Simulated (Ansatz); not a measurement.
The parent structure is ZnSe in the zinc blende structure (space group F-43m, No. 216; a = 5.666 Å).

Structures relaxed with r2SCAN (Ansatz, a first-principles code; PAW; 500 eV plane waves; without spin-orbit coupling).

Base:

Simulated powder pattern, Cu Kα, λ = 1.54184 Å (kinematic, ideal powder, no thermal factors, no anomalous dispersion; the 14 strongest lines at most, above 2 %, up to 2θ = 90°):

```csv
2θ (°),I/Imax (%),hkl
27.26,100,(111)
45.27,73,(220)
53.65,44,(311)
65.95,12,(400)
72.76,17,(331)
83.61,23,(422)
89.99,13,(511)
```

Perturbation: cell and atoms relaxed at a pressure of 22.5 GPa.

After the change:

Simulated powder pattern, Cu Kα, λ = 1.54184 Å (kinematic, ideal powder, no thermal factors, no anomalous dispersion; the 14 strongest lines at most, above 2 %, up to 2θ = 90°):

```csv
2θ (°),I/Imax (%),hkl
29.33,100,(111)
48.83,71,(220)
57.99,42,(311)
71.55,11,(400)
79.14,16,(331)
```

The indices refer to the base's conventional cell; one index is shown for lines that coincide.

Load acts through the strain it causes; cell and atoms are relaxed under it. Whether these cells are dynamically stable was not tested. Measured, ZnSe leaves this structure (for rock salt) near 13 GPa (temperature not stated; as listed in M. Köfferlein et al., Hyperfine Interactions (1994)).
